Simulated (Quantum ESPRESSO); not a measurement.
Input and output of a self-consistent single point for VOs (Pm-3m, 2 atoms in the cell) (Quantum ESPRESSO).

Method of the run: PBEsol, PseudoDojo standard norm-conserving (PBESOL) pseudopotentials (plane waves; Quantum ESPRESSO 7.5).

The change in words: lattice scaled by 0.98. Reference geometry:
```
VOs
1.0
    2.94266     0.00000     0.00000
    0.00000     2.94266     0.00000
    0.00000     0.00000     2.94266
V Os
1 1
Cartesian
  0.00000   0.00000   0.00000
  1.47133   1.47133   1.47133
```
Moments meant for the start (each program seeds them in its own way; μB, in the order of the atoms V Os): 2.0 0.0.

Reference input (self-consistent single point, DFT, PBEsol, plane waves, PseudoDojo standard norm-conserving (PBESOL) pseudopotentials): ecutwfc = 85 Ry; occupations = smearing; smearing = fd; degauss = 0.0073499 Ry; nspin = 2; potentials = {V: V.upf, Os: Os.upf}; K_POINTS = automatic 9 9 9 0 0 0; conv_thr = 1e-10 Ry; mixing_beta = 0.4. This run's input differs from it in these lines:

```diff
@@ -27,5 +27,5 @@
 CELL_PARAMETERS {angstrom}
-   2.9426640000     0.0000000000     0.0000000000
-   0.0000000000     2.9426640000     0.0000000000
-   0.0000000000     0.0000000000     2.9426640000
+   2.8838110000     0.0000000000     0.0000000000
+   0.0000000000     2.8838110000     0.0000000000
+   0.0000000000     0.0000000000     2.8838110000
 ATOMIC_POSITIONS {crystal}
```

Output (repeated stretches shortened):

```
     Self-consistent Calculation

     iteration #  1     ecut=    85.00 Ry     beta= 0.40

     Threshold (ethr) on eigenvalues was too large:
     Diagonalizing with lowered threshold

     total energy              =    -349.76619503 Ry
     estimated scf accuracy    <       0.11091292 Ry

     total magnetization       =     0.78 Bohr mag/cell
     absolute magnetization    =     1.04 Bohr mag/cell

     iteration #  2     ecut=    85.00 Ry     beta= 0.40

     total energy              =    -349.77767460 Ry
     estimated scf accuracy    <       0.01898682 Ry

     total magnetization       =     0.76 Bohr mag/cell
   [... lines left out ...]
     absolute magnetization    =     0.85 Bohr mag/cell

   [... 11 blocks of this kind left out ...]

     iteration # 15     ecut=    85.00 Ry     beta= 0.40

     total energy              =    -349.78639851 Ry
     estimated scf accuracy    <       0.00000002 Ry

     total magnetization       =    -0.00 Bohr mag/cell
     absolute magnetization    =     0.00 Bohr mag/cell

     iteration # 16     ecut=    85.00 Ry     beta= 0.40

     Magnetic moment per site  (integrated on atomic sphere of radius R)
     atom   1 (R=0.357)  charge= 11.3051  magn= -0.0000
     atom   2 (R=0.357)  charge= 13.0506  magn= -0.0000
     End of self-consistent calculation

     the Fermi energy is    25.6575 ev

!    total energy              =    -349.78639852 Ry
     estimated scf accuracy    <          3.4E-11 Ry
     smearing contrib. (-TS)   =      -0.00553471 Ry
     internal energy E=F+TS    =    -349.78086381 Ry

     total magnetization       =    -0.00 Bohr mag/cell
     absolute magnetization    =     0.00 Bohr mag/cell

     convergence has been achieved in  16 iterations

     Forces acting on atoms (cartesian axes, Ry/au):

     atom    1 type  1   force =     0.00000000    0.00000000    0.00000000
     atom    2 type  2   force =     0.00000000    0.00000000    0.00000000

     Total force =     0.000000     Total SCF correction =     0.000000

          total   stress  (Ry/bohr**3)                   (kbar)     P=      425.31
   0.00289119   0.00000000   0.00000000          425.31        0.00        0.00
   0.00000000   0.00289119   0.00000000            0.00      425.31        0.00
   0.00000000   0.00000000   0.00289119            0.00        0.00      425.31

   JOB DONE.
```

The run converged in 16 iterations. Against the reference run the free energy rises by 134 meV/atom and the pressure goes from 16.20 to 42.53 GPa.

The starting cell comes from a database of computed structures (which also holds hypothetical and non-ambient phases and stackings), without a prior relaxation at this level. Its lattice was rescaled by a random factor within 2.5 % of one. For this run, on top of that: lattice scaled by 0.98. The starting moments vanished: the run ended non-magnetic, which need not be the lowest state. With a pressure of about 43 GPa the cell is away from its equilibrium volume at this level.

Cost on one core of a shared machine: roughly 50 s.
